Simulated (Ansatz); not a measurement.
A series of runs on MgTe₄MoW₂S₂ (Cm, 10 atoms in the cell)

Space group Cm (No. 8); a = 5.9071 Å, b = 3.4121 Å, c = 38.9117 Å, α = γ = 90.00°, β = 90.04°

```csv
atom,site,symmetry,x,y,z
Mg,2a,m,0.0000,0.0000,0.5426
Te,2a,m,0.3334,0.0000,0.9321
Te,2a,m,0.3337,0.0000,0.4640
Te,2a,m,0.3330,0.0000,0.8362
Te,2a,m,0.3331,0.0000,0.3670
Mo,2a,m,0.1666,0.5000,0.8842
W,2a,m,0.1668,0.5000,0.4153
W,2a,m,0.3333,0.0000,0.6627
S,2a,m,0.1666,0.5000,0.6240
S,2a,m,0.1668,0.5000,0.7012
```
(The calculation used a cell of 10 atoms; values per cell refer to that cell.)

Base run A: Ansatz (a first-principles code) with PBEsol, default PAW files made with PBE, self-consistent single point.

Its settings: kpoints.mp_grid.grid = 8 8 1; hamiltonian.xc = pbesol; hamiltonian.pseudopotentials = {kind: paw} (the program's default PAW files); scf.occupations.method = gaussian; scf.occupations.width = 0.136 eV.

The starting cell comes from a database of computed structures (which also holds hypothetical and non-ambient phases and stackings), without a prior relaxation at this level. Spin polarisation is off. Ansatz's pressure includes its estimate of the finite-basis (Pulay) stress.

ΔF is the free energy per atom less that of run A. 

Run A gave: pressure (GPa) -2.29; largest force (eV/Å) 0.509; TS (meV/atom) 1.8; k-points 21.

Runs:
- B: kpoints.mp_grid.grid, scf.occupations.width = 6 6 1, 0.03 eV
- C: kpoints.mp_grid.grid, scf.occupations.width = 6 6 1, 0.1 eV
- D: kpoints.mp_grid.grid, scf.occupations.width = 6 6 1, 0.3 eV
- E: kpoints.mp_grid.grid, scf.occupations.width = 8 8 1, 0.03 eV
- F: kpoints.mp_grid.grid, scf.occupations.width = 8 8 1, 0.1 eV
- G: kpoints.mp_grid.grid, scf.occupations.width = 8 8 1, 0.3 eV
- H: kpoints.mp_grid.grid, scf.occupations.width = 9 9 1, 0.03 eV
- I: kpoints.mp_grid.grid, scf.occupations.width = 9 9 1, 0.1 eV
- J: kpoints.mp_grid.grid, scf.occupations.width = 9 9 1, 0.3 eV

What does run I change against A?

The free energy rises by 1.6 meV/atom, the pressure moves little (-2.29 to -2.31 GPa) and the largest force goes from 0.509 to 0.525 eV/Å.

What does run C change against A?

The free energy falls by 3.2 meV/atom, the pressure hardly changes (-2.29 to -2.33 GPa) and the largest force goes from 0.509 to 0.550 eV/Å.

| run | ΔF (meV/atom) | pressure (GPa) | largest force (eV/Å) | TS (meV/atom) | k-points |
|---|---|---|---|---|---|
| A | 0.00 | -2.29 | 0.509 | 1.8 | 21 |
| B | -3.2 | -2.33 | 0.552 | 0.0 | 13 |
| C | -3.2 | -2.33 | 0.550 | 0.1 | 13 |
| D | -4.7 | -2.32 | 0.531 | 4.1 | 13 |
| E | 1.26 | -2.29 | 0.521 | 0.3 | 21 |
| F | 0.46 | -2.29 | 0.512 | 1.2 | 21 |
| G | -2.6 | -2.29 | 0.499 | 5.7 | 21 |
| H | 1.89 | -2.32 | 0.526 | 0.1 | 25 |
| I | 1.62 | -2.31 | 0.525 | 0.6 | 25 |
| J | -0.89 | -2.29 | 0.502 | 6.3 | 25 |

Keys are those of Ansatz 0.2.
